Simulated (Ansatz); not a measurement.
## SmRh₂ (Fd-3m, No. 227)

All values below come from r²SCAN+rVV10 (plane waves, PAW; Ansatz, a quantum-chemistry and plane-wave program).

Settings: plane-wave cutoff 560 eV, 14×14×14 k mesh, Fermi–Dirac smearing 0.05 eV, spin-polarised with parallel moments, scalar-relativistic PAW data made under PBE.

Cell: relaxed at this level.

lattice parameter a: 7.549 Å

Note: the magnetic order was assumed, not searched for or taken from measurement; the 4f shell is treated without U or exact exchange, so its levels and filling can be wrong.

Spin–orbit coupling is not included.

Computed values are for the static lattice.
